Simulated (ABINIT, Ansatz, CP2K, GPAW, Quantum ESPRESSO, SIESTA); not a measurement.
## Code comparison for Li (Im-3m, 1 atom in the cell)

Self-consistent single point.

```
CELL_PARAMETERS angstrom
     -1.68096     1.68096     1.68096
      1.68096    -1.68096     1.68096
      1.68096     1.68096    -1.68096
ATOMIC_POSITIONS crystal
  Li 0.00000 0.00000 0.00000
```

All programs got the same cell, k-point mesh and kind of occupations (in Ansatz's words: kpoints.mp_grid.grid = 11 11 11; scf.occupations.method = gaussian; scf.occupations.width = 0.01 Ry); potentials, basis and cutoffs are each program's usual ones.

```csv
code,model,pressure (GPa),k-points,cutoff
Quantum ESPRESSO,"PBE, GBRV 1.5 ultrasoft (PBE) pseudopotentials",0.98,56,40 Ry
CP2K,"PBE, GPW, DZVP-MOLOPT-SR-GTH basis, GTH-PBE potentials (GTH_POTENTIALS)",1.69,666,grid 400 Ry
Ansatz,"PBE, default PAW files",0.98,56,default
SIESTA,"GGA PBE, numerical atomic orbitals TZP, PseudoDojo PBE standard norm-conserving potentials (rewritten from UPF to PSML)",1.56,666,grid 350 Ry
ABINIT,"PBE, PAW (JTH v2.0 PBE PAW)",0.46,56,20 Ha
GPAW,"PBE, GPAW PAW datasets PBE (gpaw-data 1.0.1)",1.04,56,600 eV
```

The spread over the programs that give each value: pressure within 1.23 GPa.

The starting cell comes from a database of computed structures (which also holds hypothetical and non-ambient phases and stackings), without a prior relaxation at this level. Its lattice was rescaled by a random factor within 2.5 % of one.

Problem. Why do the programs differ, and what cannot be compared?

Solution. Differences of this kind can come from the potentials, where these differ, and from what each basis and cutoff leave unconverged. The valence holds different numbers of electrons (Quantum ESPRESSO 3, CP2K 3, Ansatz (a first-principles code) 3, SIESTA 3, ABINIT 3, GPAW 1). The zero of total energies and Fermi levels follows the potentials and each program's conventions, so they are not compared here. CP2K and SIESTA use small atom-centred bases, whose incompleteness enters pressures, forces and empty levels differently from a plane-wave cutoff. Ansatz's pressure is given at a fixed set of plane waves, as the other plane-wave codes print theirs. Ansatz's smearing width was typed in Ry to four decimals, so it matches the others to a few per cent. The programs reduce the same mesh by symmetry to different extents, which changes the work and not the result.

Left out of this page: PySCF, Elk and FLEUR (not drawn, or without a comparable value).

Keys are those of Ansatz 0.2.
